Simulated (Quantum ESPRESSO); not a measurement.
Quantum ESPRESSO is run on Mg5Cu (P-62m, 6 atoms in the cell), and the run fails. The aim is a self-consistent single point with DFT, LDA (PZ), plane waves, GBRV 1.5 ultrasoft (LDA) pseudopotentials.

Cell that was meant: a = 5.2319 Å, b = 5.2319 Å, c = 4.8082 Å, α = 90.00°, β = 90.00°, γ = 120.00°.

Part of the input:

```fortran
Mg    0.316560000    0.000000000    0.000000000
Mg    0.683440000    0.683440000    0.000000000
Mg    0.000000000    0.316560000    0.000000000
Cu1    0.000000000    0.000000000    0.500000000
K_POINTS automatic
6 6 6  1 1 1
CELL_PARAMETERS angstrom
```

The program printed (abridged):

```
     This program is part of the open-source Quantum ESPRESSO suite
     for quantum simulation of materials; please cite

 %%%%%%%%%%%%%%%%%%%%%%%%%%%%%%%%%%%%%%%%%%%%%%%%%%%%%%%%%%%%%%%%%%%%%%%%%%%%%%
     Error in routine read_cards (6):
     species Cu1 in ATOMIC_POSITIONS is nonexistent
 %%%%%%%%%%%%%%%%%%%%%%%%%%%%%%%%%%%%%%%%%%%%%%%%%%%%%%%%%%%%%%%%%%%%%%%%%%%%%%

     stopping ...
```

Task: From the messages shown, name the fault and mend the input.

Result: The fault is an atom label that is not in the list of species. Labels in the positions must match the species card. To fix it, correct the label. The program stopped before any SCF iteration.

The sound input it was made from differs as follows (other fixes are possible):
```diff
-Cu1    0.000000000    0.000000000    0.500000000
+Cu    0.000000000    0.000000000    0.500000000
```

With that input, the run converged in 12 iterations: free energy E − TS -13998.1747 eV; Fermi level (on the code's own zero) 7.07 eV; pressure -1.06 GPa; largest force (vector length) 0.045 eV/Å (DFT, LDA (PZ), plane waves, GBRV 1.5 ultrasoft (LDA) pseudopotentials).

On the sound input: the starting cell comes from a database of computed structures (which also holds hypothetical and non-ambient phases and stackings), without a prior relaxation at this level. Its lattice was rescaled by a random factor within 2.5 % of one. Spin polarisation is off.
